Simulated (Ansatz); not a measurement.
LaTaO4, pressure series

Take LaTaO₄ (space group Cmc2_1, No. 36) as the base.

Space group Cmc2₁ (No. 36); a = 3.9409 Å, b = 14.6625 Å, c = 5.6026 Å, α = 90.00°, β = 90.00°, γ = 90.00°

```
atom  site  symmetry       x       y       z
----  ----  --------  ------  ------  ------
La      4a       m..  0.0000  0.1727  0.1673
Ta      4a       m..  0.0000  0.4145  0.2166
O       4a       m..  0.0000  0.0876  0.7504
O       4a       m..  0.0000  0.5310  0.0601
O       4a       m..  0.0000  0.3004  0.4246
O       4a       m..  0.0000  0.6647  0.4477
```
(The calculation used a cell of 12 atoms; values per cell refer to that cell.)

Cell and atoms are relaxed at each pressure.

Method: DFT with PBEsol, PAW potentials and a 420 eV plane-wave cutoff in Ansatz (an electronic-structure program), no SOC.

Task: Only one of these has a direct gap. Which?
A) pressure 3 GPa
B) pressure 0.7 GPa
C) pressure 0.3 GPa
D) pressure 10 GPa
E) pressure −1 GPa

Result: A, pressure 3 GPa. Computed: pressure 0.7 GPa: indirect, Σ₀–Γ (14 % along) → Γ; pressure 0.3 GPa: indirect, Σ₀–Γ (14 % along) → Γ; pressure 3 GPa: direct at Γ; pressure −1 GPa: indirect, Σ₀–Γ (14 % along) → Γ; pressure 10 GPa: indirect, Γ–Z (25 % along) → Γ

With Ta present, leaving out spin-orbit coupling can change the band edges. Load acts through the strain it causes; cell and atoms are relaxed under it. No phonon test of stability was made. No other phases were tried under pressure.
